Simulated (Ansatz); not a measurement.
The reference is ZnS in the wurtzite structure (space group P6_3mc, No. 186; a = 3.738 Å, c = 6.143 Å). Axes: x lies along a and z along c of the hexagonal cell.

The values are results of LDA/PAW in Ansatz (a program for electronic structure), scalar-relativistic without spin-orbit coupling, not measurements.

The change: the cell is compressed by 1.80 % along z with no lateral relaxation; the atoms relax in the strained cell.

Question: Predict the stress tensor and what it implies for the stiffness.

Answer: Stress of the strained cell less that of the base (GPa, compression positive):
```
   1.00    0.00    0.00
   0.00    1.00    0.00
   0.00    0.00    3.04
```

Then −Δσ_ii/ε with ε = -0.0180 gives secant stiffness values (nonlinear terms included at this strain): C33 ≈ 169 GPa, C13 ≈ 55 GPa and C23 ≈ 55 GPa.

Whether these cells are dynamically stable was not tested.
